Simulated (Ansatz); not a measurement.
Structure of amorphous Ge12Sb12Te30Ni3 (periodic cell):

```xyz
57
Lattice="11.2357 0.4448 -0.5515 0.4448 12.7225 0.4568 -0.5515 0.4568 11.3056" Properties=species:S:1:pos:R:3 pbc="T T T"
Ge    11.4100    10.0265     1.3762
Ge     1.5389     7.8683    11.0349
Ge     0.7716    11.0959     7.8014
Ge     2.0802     7.0478     3.6198
Ge     5.0261     5.5517     5.9337
Ge     2.8181     2.7053     4.1039
Ge    10.1263     5.7929     6.9854
Ge     6.5906     5.9460     2.3631
Ge     2.9488     7.6346     7.4308
Ge    10.4028     2.4841     5.4606
Ge     5.3278     5.3935     9.9859
Ge     6.3642     3.1401     0.5300
Sb     8.6712    12.3130     0.3824
Sb    10.8022     4.4688     3.2219
Sb     5.4834     9.0665     7.7152
Sb     8.5678     3.3031     8.0945
Sb     2.9874     2.5236     0.3064
Sb    10.1849     8.6046     4.0084
Sb     0.8267     2.5681     8.3970
Sb     7.9873    11.9423     4.2720
Sb     5.0246    11.3567     4.0086
Sb     8.1444     9.4693     6.1121
Sb     0.2785    11.8707     4.0658
Sb     8.1378     8.4902    10.6247
Te     4.4834     2.6120     6.2641
Te    10.6964    10.1507    10.0930
Te     2.0561     9.9852     5.4685
Te     1.2174     5.0365     6.0471
Te     5.2296     7.8063    11.0890
Te     2.8283     5.4117     9.0320
Te     8.1867     1.5875     2.1651
Te     5.8147     8.3033     4.6361
Te     3.3673     8.7334     1.9188
Te     3.1723     0.8118     9.9438
Te     2.1780    11.5580     1.7842
Te     2.8733     9.7778     9.3084
Te     3.5672     4.9868     2.7643
Te     8.6731     6.0964     4.4324
Te    10.9365     8.4082     7.2572
Te     1.7463     0.6138     6.2347
Te    10.3772     0.9726     8.9921
Te     4.5803     1.4357     2.4873
Te     7.9165     9.1920     1.8508
Te     6.9219     6.0246     7.9242
Te     8.6465     4.6959     0.7992
Te     9.1617    13.0851     6.7039
Te     5.1792    11.8239     6.8513
Te     6.3583     2.1424     9.4957
Te     0.4669     1.5513     1.5502
Te     6.7352     3.6733     4.7519
Te     7.5053    10.9454     9.2179
Te    10.4901     4.9339     9.6704
Te     5.9222    11.3251     0.6888
Te    11.2333     6.9999     1.4434
Ni     9.6350    10.8260     2.6642
Ni     1.2068     7.6130     5.7442
Ni     0.7179     1.5377     4.1173
```

These are PBE-D3(BJ), scalar-relativistic without spin-orbit coupling, PAW (Ansatz default set, large-core Te) (plane waves to 420 eV; Ansatz, a program for electronic structure) values and carry that method's errors.

Preparation: random packing, a CHGNet melt and quench, and a DFT relaxation. The hot cell started wider than the set density and was brought back towards it in steps. It is the lowest in DFT energy of 3 quenches. It is a model cell: composition and starting density were chosen by hand, and all elements were melted together. The geometry includes D3(BJ) dispersion. Its density started from a set value of 5.90 and ended at 6.55 g/cm³. The simulated quench (nominally 63 K/ps over its main leg) is rapid and tends to freeze in more defects than a deposited or slowly cooled glass has. One small periodic cell is one sample of the glass; other quenches scatter about these values. Volume and shape were free in the relaxation. Stress components on the final sampling reach 0.5 GPa. On a 2×2×2 Γ-centred mesh force components of up to 0.24 eV/Å stay, since the relaxation ran on one k-point at (1/4, 1/4, 1/4).

Neighbours within Ge-Ge 2.85 Å, Ge-Sb 3.11 Å, Ge-Te 3.08 Å, Ge-Ni 2.68 Å, Sb-Sb 3.30 Å, Sb-Te 3.34 Å, Sb-Ni 2.89 Å, Te-Te 3.31 Å, Te-Ni 2.88 Å, Ni-Ni 2.73 Å count as bonded.

Question: Give the coordination numbers, mean bond lengths and angles.

Answer: 
```json
{
  "Mean coordination of Ge": "3.75 (4 with 3, 7 with 4, 1 with 5)",
  "Mean coordination of Sb": "4.83 (1 with 3, 3 with 4, 5 with 5, 3 with 6)",
  "Mean coordination of Te": "3.17 (3 with 2, 20 with 3, 6 with 4, 1 with 5)",
  "Mean coordination of Ni": "6.00 (3 with 6)",
  "Mean Sb-Te bond": "3.038 Å (spread 0.124 Å, 40 counted)",
  "Mean Ge-Te bond": "2.817 Å (spread 0.109 Å, 35 counted)",
  "Mean Te-Te bond": "3.066 Å (spread 0.113 Å, 7 counted)",
  "Mean Sb-Sb bond": "3.077 Å (spread 0.038 Å, 4 counted)",
  "Bond angle at Ge": "mean 101.7°, spread 21.7°",
  "Bond angle at Sb": "mean 101.4°, spread 30.1°",
  "Bond angle at Te": "mean 96.5°, spread 26.9°",
  "Bond angle at Ni": "mean 104.4°, spread 29.4°"
}
```

Question: List the pairs of like atoms that count as bonded by the rules above.

Answer: Ge11-Ge12 (2.62 Å), Sb15-Sb22 (3.13 Å), Sb18-Sb22 (3.06 Å), Sb20-Sb21 (3.03 Å), Sb20-Sb22 (3.09 Å), Te25-Te50 (2.91 Å), Te33-Te35 (3.07 Å), Te34-Te53 (2.95 Å), Te35-Te49 (3.00 Å), Te38-Te50 (3.12 Å), Te41-Te46 (3.27 Å), Te43-Te53 (3.14 Å).
